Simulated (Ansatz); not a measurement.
The starting structures come from a database of crystals and need not be the phases stable at ambient conditions.

# Evanescent states of CaPbF6 (Fm-3m, not sure to be the ambient phase, 8 atoms a cell, 20.1 Å³ an atom) along the normal of (001)

Computed with r2SCAN (plane waves, PAW; Ansatz, a quantum-chemistry and plane-wave program).

The gap is the functional's own, uncorrected, and κ follows it; spin-orbit coupling is left out. Mid-gap values are interpolated between the computed energies.

Energies count from the valence-band top; κ is the least over a 6×6 mesh across the current.

```
E (eV)  κ (1/Å)  where
------  -------  -----
0.10      0.263  off Γ
0.32      0.329  off Γ
0.53      0.377  off Γ
0.73      0.418  off Γ
0.94      0.455  off Γ
1.16      0.491  off Γ
1.36      0.526  off Γ
1.57      0.564  off Γ
1.78      0.572      Γ
2.00      0.545      Γ
2.21      0.521      Γ
2.42      0.499      Γ
2.62      0.478      Γ
2.83      0.457      Γ
3.04      0.435      Γ
3.25      0.411      Γ
3.46      0.384      Γ
3.67      0.353      Γ
3.88      0.315      Γ
4.09      0.264      Γ
4.30      0.183      Γ
```

### Question
How thick must the barrier be to attenuate the transmission by 10^4 when the electrodes' Fermi level lies at 2.42 eV, and what attenuation does that film give at 2.21 eV?

### Answer
d = 4 ln 10 / (2 × 0.499) = 9.2 Å. At 2.21 eV it gives 4 × 0.521/0.499 = 4.2 decades.
